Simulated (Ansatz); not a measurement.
The parent structure is ZrC in the rock salt structure (space group Fm-3m, No. 225; a = 4.6691 Å; relaxed with 0.1 eV smearing). Axes: x, y, z lie along the cube axes.

Method: DFT with PBEsol, PAW potentials and a 420 eV plane-wave cutoff in Ansatz (a program for electronic structure), spin-orbit coupling left out.

One thing is altered: uniaxial strain ε_zz = +2.50 %, all other strain components held at zero, atoms relaxed at fixed cell.

Q: Predict the stress tensor and what it implies for the stiffness.

A: Stress of the strained cell less that of the base (GPa, compression positive):
```
   -2.5     0.0     0.0
    0.0    -2.5     0.0
    0.0     0.0   -10.9
```

Then −Δσ_ii/ε with ε = 0.0250 gives secant stiffness values (nonlinear terms included at this strain): C33 ≈ 435 GPa, C13 ≈ 100 GPa and C23 ≈ 100 GPa.

As a check, the harmonic strain energy −½ V₀ Δσ:ε is 11 meV/atom; the computed energy rise is 11 meV/atom.

Whether these cells are dynamically stable was not tested. All final runs are without spin polarisation.
